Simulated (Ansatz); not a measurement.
Consider ZnGeP2 in the chalcopyrite structure (space group I-42d, No. 122; a = 5.424 Å, c = 10.710 Å).

Computed with Ansatz (a quantum-chemistry and plane-wave program) PBEsol, no spin-orbit coupling.

Strains are applied to the cell and any free atomic positions relax.

One change was made to it. Results:

The band gap shrinks by 0.14 eV to 0.93 eV; the energy rises by 22 meV/atom; the hole mass changes from 0.096 mₑ along c, 0.33 mₑ across (at Γ) to 0.070 mₑ along c, 0.37 mₑ across (at Γ); the pressure (mean of the normal stresses, compression positive) goes from zero to -4.78 GPa.

### Question
Which change produced these results?
A) isotropic strain +0.75 %
B) isotropic strain +2.25 %
C) isotropic strain +3.00 %

### Answer
B, isotropic strain +2.25 %. For comparison, the band gap in the other runs: isotropic strain +0.75 % gives 1.10 eV; isotropic strain +3.00 % gives 0.79 eV.

Effective masses come from finite differences of ±0.01 Å⁻¹. Whether these cells are dynamically stable was not tested.
